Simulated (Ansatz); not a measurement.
Functionals compared on the (21-31) surface of hcp Y in its 1x1 cell, outermost plane spacing 0.20 Å in the ideal cut, in Ansatz (plane waves, PAW). The structure was relaxed with PBE; the other rows are single points on it, each with its references at the same level. Cutoff 420 eV (500 eV for r2SCAN).

Slab: 18 atoms, 9.6 Å thick at the start (thin: gaps and levels are the slab's own); k 6x5x1, smearing 0.1 eV, dipole-corrected; all atoms relaxed; start symmetry kept, larger cells not searched; no spin, no spin-orbit, no U. These notes are the PBE run's.

```
functional  surface energy (J/m²)  work function of the top face (eV)  rough cost of the single point
----------  ---------------------  ----------------------------------  ------------------------------
PBE                          1.07                                2.95                               –
LDA                          1.22                                3.13   around 5 core-minutes (rough)
PBEsol                       1.17                                3.00     very roughly 5 core-minutes
RPBE                          [?]                                 [?]     very roughly 5 core-minutes
r2SCAN                       1.13                                2.95  around 11 core-minutes (rough)
```

Problem. Some entries are withheld; supply them.

Solution. 
- RPBE, surface energy (J/m²): 0.98
- RPBE, work function of the top face (eV): 2.84

Ansatz is a quantum-chemistry and plane-wave program.
